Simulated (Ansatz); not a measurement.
```yaml
crystal:
  lattice:
    - [19.00000, 0.00000, 0.00000]
    - [0.00000, 14.50000, 0.00000]
    - [0.00000, 0.00000, 5.45679]
  atoms:
    - { symbol: S, position: [0.28431, 0.39037, 0.65620] }
    - { symbol: W, position: [0.30432, 0.50000, 0.36345] }
    - { symbol: S, position: [0.28431, 0.60963, 0.65620] }
    - { symbol: S, position: [0.37605, 0.38678, 0.15838] }
    - { symbol: W, position: [0.36837, 0.50000, 0.84497] }
    - { symbol: S, position: [0.37605, 0.61322, 0.15838] }
    - { symbol: S, position: [0.45539, 0.39394, 0.66802] }
    - { symbol: W, position: [0.45754, 0.50000, 0.32637] }
    - { symbol: S, position: [0.45539, 0.60606, 0.66802] }
    - { symbol: S, position: [0.54461, 0.39394, 0.16802] }
    - { symbol: W, position: [0.54246, 0.50000, 0.82637] }
    - { symbol: S, position: [0.54461, 0.60606, 0.16802] }
    - { symbol: S, position: [0.62395, 0.38678, 0.65838] }
    - { symbol: W, position: [0.63163, 0.50000, 0.34497] }
    - { symbol: S, position: [0.62395, 0.61322, 0.65838] }
    - { symbol: S, position: [0.71569, 0.39037, 0.15620] }
    - { symbol: W, position: [0.69568, 0.50000, 0.86345] }
    - { symbol: S, position: [0.71569, 0.60963, 0.15620] }
```

Method: PBE (plane waves to 420 eV, PAW; Ansatz, a program for electronic structure). Mesh 1×1×6. No spin polarisation, so a magnetic state wasn't tested. Isolated but for its images some 11 Å away. An idealised model, cut from the flat sheet. It keeps the symmetry and period of its start, so it need not be a minimum against all distortions. Values not marked SOC lack spin–orbit coupling.

**Question.** Tabulate the two highest filled and two lowest empty levels along the axis, from the valence top.

**Answer.** 
```csv
k (2π/c),v2 (eV),v1 (eV),c1 (eV),c2 (eV)
0.000,-0.36,0.00,0.36,0.43
0.042,-0.35,0.00,0.37,0.44
0.083,-0.34,-0.01,0.41,0.46
0.125,-0.33,-0.02,0.48,0.52
0.167,-0.32,-0.05,0.57,0.57
0.208,-0.31,-0.09,0.56,0.67
0.250,-0.30,-0.13,0.56,0.69
0.292,-0.29,-0.17,0.56,0.69
0.333,-0.28,-0.21,0.57,0.68
0.375,-0.28,-0.24,0.58,0.67
0.417,-0.28,-0.26,0.59,0.65
0.458,-0.28,-0.28,0.60,0.64
0.500,-0.28,-0.28,0.62,0.62
```
